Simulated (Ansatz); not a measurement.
We consider CoCl2 (R-3m, No. 166), described by r²SCAN+rVV10 in Ansatz (PAW).

Question: What does this level give for the interlayer binding energy, layer repeat distance and gap between the layers?

Answer: 
* **interlayer binding energy**: 13.8 meV/Å²
* **layer repeat distance**: 5.718 Å
* **gap between the layers**: 3.071 Å

Note: the magnetic order was assumed, not searched for or taken from measurement; a magnet's gap depends somewhat on the PAW data.

The computed numbers hold no vibrational or temperature effects.

Computing time: very roughly 4 core-minutes.

Ansatz is a program for electronic structure.
